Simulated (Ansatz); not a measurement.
## A computed series for SnO2: response to strain

Consider SnO$_{2}$ in the rutile structure (space group P4_2/mnm, No. 136; a = 4.769 Å, c = 3.212 Å). Axes: x, y, z lie along a, b, c of the conventional cell.

Strains are applied to the cell and any free atomic positions relax.

The values are results of Kohn–Sham DFT with the PBEsol functional, run in Ansatz (a program for electronic structure) with PAW and 420 eV plane waves, scalar-relativistic without spin-orbit coupling, not measurements.

Notes on the quantities. energy relative to the base: free energy F.

```csv
uniaxial strain ε_zz (%),energy relative to the base (meV/atom)
-3,14.7
-2.4,9.3
-1.8,5.2
-1.2,2.3
-0.6,?
0,0.0
```

Task: Fit ΔE = Aε² + Bε³ (ε in %) to the rows shown and predict the withheld row.

Result: Least squares on the printed values gives A = 1.56 and B = -0.025 meV/atom (largest residual 0.0 meV/atom); this predicts 0.6 meV/atom, and the run gives 0.5 meV/atom, in agreement.

Whether these cells are dynamically stable was not tested.
